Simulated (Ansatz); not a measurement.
Worked calculations on one periodic cell of amorphous Ta14Zr6O47: Ta14Zr6O47, 67 atoms, volume 882.6 Å³, made by a melt-quench on the CHGNet potential and relaxed with DFT. O atoms were pushed apart under 1.9 Å during the dynamics, to hinder bonds among them. It is a model cell: composition and starting density were chosen by hand, and all elements were melted together. Cycles of charging were run to anneal it. Calculation: PBE, scalar-relativistic without spin-orbit coupling (plane waves to 420 eV, PAW; Ansatz, an electronic-structure program). Sampling: a 2×2×2 Γ-centred mesh; Fermi-Dirac width 0.02 eV; no spin polarisation. Its volume was relaxed, its shape was free, and it stands at a mean pressure of 0.0 GPa with stress components up to 0.1 GPa; the relaxation ran on the zone centre alone. Its density went from a set 7.28 to 7.21 g/cm³. The cell is small and was quenched far faster than a real film, so it is one sample of the glass.

Count formal charges (Ta +5, Zr +4, O -2). What does the count lead one to expect at the Fermi level, and what does the calculation give?

14 × (+5) + 6 × (+4) + 47 × (-2) = 0. The charges balance, so the anion-derived valence states can be full and a gap can open. On this mesh the highest filled and lowest empty level lie 3.18 eV apart, the PBE gap of this cell, with a localised state at one edge or both.

Four energies for an added electron at PBE on the zone centre alone (charged cells in a uniform background, spin-polarised): neutral at the neutral geometry -190899.210 eV; charged at the neutral geometry -190888.055 eV; charged and relaxed -190888.241 eV; neutral at the charged geometry -190898.910 eV.

Find the two relaxation energies and their sum, the reorganisation energy.

On charging: -190888.055 − (-190888.241) = 0.186 eV. On discharging: -190898.910 − (-190899.210) = 0.300 eV. The sum is 0.486 eV. The carrier's level spreads over 10 of the 67 atoms' worth, so it counts as partly localised, most on one Ta atom with neighbours O 1.83 Å, O 1.95 Å, O 2.02 Å, O 2.03 Å, O 2.04 Å, O 2.25 Å (neutral geometry). The values are uncorrected: the image energy of a point charge in this cell, 2.84 × 14.40 / (2 × 9.6) = 2.1 eV before screening, is screened by electrons alone at the fixed geometry and by ions too after relaxing, and the carrier can be spread before it relaxes, so each term can be off by up to that value times 1/ε∞, some tenths of an eV. PBE's self-interaction favours spread-out carriers, so a hybrid can localise more.

Four energies for a hole at PBE on the zone centre alone (charged cells in a uniform background, spin-polarised): neutral at the neutral geometry -190899.210 eV; charged at the neutral geometry -190907.023 eV; charged and relaxed -190907.268 eV; neutral at the charged geometry -190898.433 eV.

Find the two relaxation energies and their sum, the reorganisation energy.

On charging: -190907.023 − (-190907.268) = 0.245 eV. On discharging: -190898.433 − (-190899.210) = 0.777 eV. The sum is 1.022 eV. The carrier's level spreads over 3 of the 67 atoms' worth, so it counts as localised, most on one O atom with neighbours Ta 1.93 Å, Zr 1.95 Å (neutral geometry). The values are uncorrected: the image energy of a point charge in this cell, 2.84 × 14.40 / (2 × 9.6) = 2.1 eV before screening, is screened by electrons alone at the fixed geometry and by ions too after relaxing, and the carrier can be spread before it relaxes, so each term can be off by up to that value times 1/ε∞, some tenths of an eV. PBE's self-interaction favours spread-out carriers, so a hybrid can localise more.
